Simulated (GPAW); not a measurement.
## A self-consistent single point of MnSi (P2_13, 8 atoms in the cell) with GPAW

Method: PBE, GPAW PAW datasets PBE (gpaw-data 1.0.1) (plane waves; GPAW 25.7.0).

This input was run:

```python
from ase import Atoms
from ase.units import GPa
from gpaw import GPAW, PW, FermiDirac

atoms = Atoms(['Mn', 'Mn', 'Mn', 'Mn', 'Si', 'Si', 'Si', 'Si'],
              cell=[[4.484250, 0.000000, 0.000000],
                    [0.000000, 4.484250, 0.000000],
                    [0.000000, 0.000000, 4.484250]],
              scaled_positions=[[0.363540, 0.136460, 0.863540],
                                [0.136460, 0.863540, 0.363540],
                                [0.863540, 0.363540, 0.136460],
                                [0.636460, 0.636460, 0.636460],
                                [0.654220, 0.845780, 0.154220],
                                [0.845780, 0.154220, 0.654220],
                                [0.154220, 0.654220, 0.845780],
                                [0.345780, 0.345780, 0.345780]],
              pbc=True)

atoms.set_initial_magnetic_moments([4.0, 4.0, 4.0, 4.0, 0.0, 0.0, 0.0, 0.0])

calc = GPAW(spinpol=True,
            mode=PW(800),
            xc='PBE',
            kpts=(5, 5, 5),
            occupations=FermiDirac(0.05),
            nbands=-16,
            convergence={'forces': 0.001},
            symmetry={'symmorphic': False, 'tolerance': 0.0005},
            maxiter=100,
            txt='-')

atoms.calc = calc

energy = atoms.get_potential_energy()
print('Energy (eV):', round(energy, 6))
forces = atoms.get_forces()
print('Forces (eV/Ang):')
print(forces.round(5))
stress = atoms.get_stress()
print('Stress (GPa, Voigt):', (stress / GPa).round(4))
```

The program printed (abridged):

```
Input parameters:
  convergence: {forces: 0.001}
  kpts: [5 5 5]
  maxiter: 100
  mode: {ecut: 800.0,
         name: pw}
  nbands: -16
  occupations: {fixmagmom: False,
                name: fermi-dirac,
                width: 0.05}
  spinpol: True
  symmetry: {symmorphic: False,
             tolerance: 0.0005}
  xc: PBE

species:
  Mn:
    name: Manganese
    Z: 25.0
    valence: 15
    core: 10
    charge: 0.0
    file: Mn.PBE.gz

    # Using partial waves for Mn as LCAO basis

  Si:
    name: Silicon
    Z: 14.0
    valence: 4
    core: 10
    charge: 0.0
    file: Si.PBE.gz

    # Using partial waves for Si as LCAO basis

Reference energy: -157601.729292  # eV

Spin-polarized calculation.
Initial magnetic moment: 16.000000

Convergence criteria:
 Maximum [total energy] change in last 3 cyles: 0.0005 eV / valence electron
 Maximum integral of absolute [dens]ity change: 0.0001 electrons / valence electron
 Maximum integral of absolute [eigenst]ate change: 4e-08 eV^2 / valence electron
 Maximum change in the atomic [forces] across last 2 cycles: 0.001 eV/Ang OR
Maximum error relative to the maximum force is below inf
 Maximum number of scf [iter]ations: 100

Symmetries present (total): 12
Symmetries with fractional translations: 9
125 k-points: 5 x 5 x 5 Monkhorst-Pack grid
11 k-points in the irreducible part of the Brillouin zone
       k-points in crystal coordinates                weights
   0:     0.00000000    0.00000000    0.00000000          1/125
   1:     0.20000000    0.00000000    0.00000000          6/125
   2:     0.20000000    0.20000000    0.00000000         12/125
   [... 8 lines left out ...]

Wave functions: Plane wave expansion
  Cutoff energy: 800.000 eV
  Number of coefficients (min, max): 4625, 4656
  Pulay-stress correction: 0.000000 eV/Ang^3 (de/decut=0.000000)

Occupation numbers: Fermi-Dirac:
  width: 0.0500  # eV

Eigensolver

Densities:
  Coarse grid: 30*30*30 grid
  Fine grid: 60*60*60 grid
  Total Charge: 0.000000

Density mixing:
  Method: difference
  Backend: pulay
  Linear mixing parameter: 0.05
  old densities: 5
  Damping of long wavelength oscillations: 50

Hamiltonian:
  XC and Coulomb potentials evaluated on a 60*60*60 grid
  External potential:
    NoExternalPotential

XC parameters: PBE with 2 nearest neighbor stencil

Number of atoms: 8
Number of atomic orbitals: 68
Number of bands in calculation: 62
Number of valence electrons: 76
Bands to converge: occupied

Density initialized from atomic densities
  62 bands from LCAO basis set

Atomic positions and initial magnetic moments

Positions:
   0 Mn     1.630204    0.611921    3.872329    ( 0.0000,  0.0000,  4.0000)
   1 Mn     0.611921    3.872329    1.630204    ( 0.0000,  0.0000,  4.0000)
   2 Mn     3.872329    1.630204    0.611921    ( 0.0000,  0.0000,  4.0000)
   3 Mn     2.854046    2.854046    2.854046    ( 0.0000,  0.0000,  4.0000)
   4 Si     2.933686    3.792689    0.691561    ( 0.0000,  0.0000,  0.0000)
   5 Si     3.792689    0.691561    2.933686    ( 0.0000,  0.0000,  0.0000)
   6 Si     0.691561    2.933686    3.792689    ( 0.0000,  0.0000,  0.0000)
   7 Si     1.550564    1.550564    1.550564    ( 0.0000,  0.0000,  0.0000)

Unit cell:
           periodic     x           y           z      points  spacing
  1. axis:    yes    4.484250    0.000000    0.000000    30     0.1495
  2. axis:    yes    0.000000    4.484250    0.000000    30     0.1495
  3. axis:    yes    0.000000    0.000000    4.484250    30     0.1495

  Lengths:   4.484250   4.484250   4.484250
  Angles:   90.000000  90.000000  90.000000

Effective grid spacing dv^(1/3) = 0.1495

     iter     time        total  log10-change:         magmom
                         energy   eigst   dens  force
iter:   1 --:--:--   -60.778326                          +16.0361
iter:   2 --:--:--   -63.015070   -0.50  -1.38           +10.6935
iter:   3 --:--:--   -63.445067   -1.40  -1.39           +7.6225
iter:   4 --:--:--   -63.785529   -1.95  -1.59           +5.6629
iter:   5 --:--:--   -63.971871   -2.16  -1.89           +2.9004
iter:   6 --:--:--   -63.996552   -3.45  -2.16           +3.9366
iter:   7 --:--:--   -64.000036c  -3.55  -2.18           +3.9193
iter:   8 --:--:--   -64.000634c  -3.60  -2.54           +3.8290
iter:   9 --:--:--   -64.000707c  -4.75  -2.95           +3.7821
iter:  10 --:--:--   -64.000195c  -4.48  -2.97           +3.7318
iter:  11 --:--:--   -64.000045c  -5.69  -3.33           +3.7243
iter:  12 --:--:--   -64.000060c  -5.73  -3.54           +3.7183
iter:  13 --:--:--   -64.000028c  -6.09  -3.63           +3.7190
iter:  14 --:--:--   -64.000027c  -7.74c -4.07c          +3.7190
iter:  15 --:--:--   -64.000023c  -7.58c -4.11c -2.49    +3.7192
iter:  16 --:--:--   -64.000023c  -7.88c -4.27c -2.46    +3.7193
iter:  17 --:--:--   -64.000024c  -8.53c -4.35c -3.31c   +3.7195

Converged after 17 iterations.

Dipole moment: (-0.000000, -0.000000, -0.000000) |e|*Ang

Total magnetic moment: (0.000000, 0.000000, 3.719507)
Local magnetic moments:
   0 Mn ( 0.000000,  0.000000,  0.967143)
   1 Mn ( 0.000000,  0.000000,  0.967143)
   2 Mn ( 0.000000,  0.000000,  0.967143)
   3 Mn ( 0.000000,  0.000000,  0.967143)
   4 Si ( 0.000000,  0.000000, -0.038877)
   5 Si ( 0.000000,  0.000000, -0.038877)
   6 Si ( 0.000000,  0.000000, -0.038877)
   7 Si ( 0.000000,  0.000000, -0.038877)

Energy contributions relative to reference atoms: (reference = -157601.729292)

Kinetic:        +34.823240
Potential:      -23.579651
External:        +0.000000
XC:             -76.029499
Entropy (-ST):   -0.033387
Local:           +0.802580
SIC:             +0.000000
--------------------------
Free energy:    -64.016718
Extrapolated:   -64.000024

Spin contamination: 0.273964 electrons
Showing only first 2 kpts
                      Up                     Down
 Kpt  Band  Eigenvalues  Occupancy  Eigenvalues  Occupancy
  0    36     10.80311    0.99807     11.78925    0.00000
  0    37     10.80311    0.99807     11.78925    0.00000
  0    38     10.88635    0.98991     12.13370    0.00000
  0    39     10.88635    0.98991     12.13370    0.00000

  1    36     10.57769    0.99998     11.65351    0.00002
  1    37     10.80325    0.99807     12.00075    0.00000
  1    38     10.89518    0.98798     12.02168    0.00000
  1    39     11.14469    0.35864     12.10785    0.00000

Fermi level: 11.11563

No gap
No difference between direct/indirect transitions
Energy (eV): -64.000024

Forces in eV/Ang:
  0 Mn   -0.08241    0.08241   -0.08241
  1 Mn    0.08241   -0.08241   -0.08241
  2 Mn   -0.08241   -0.08241    0.08241
  3 Mn    0.08241    0.08241    0.08241
  4 Si    0.04948   -0.04948    0.04948
  5 Si   -0.04948    0.04948    0.04948
  6 Si    0.04948    0.04948   -0.04948
  7 Si   -0.04948   -0.04948   -0.04948

Stress tensor:
    -0.042041     0.000000    -0.000000
     0.000000    -0.042041     0.000000
    -0.000000     0.000000    -0.042041
Stress (GPa, Voigt): [-6.7357 -6.7357 -6.7357  0.     -0.      0.    ]
```

The run converged in 17 iterations. GPAW prints stress with tension positive.

The starting cell comes from a database of computed structures (which also holds hypothetical and non-ambient phases and stackings), without a prior relaxation at this level. The moments shrank to a small part of their start, a low-spin state that need not be the lowest. With a pressure of about 7 GPa the cell is away from its equilibrium volume at this level.

Cost on one core of a shared machine: roughly 90 s.
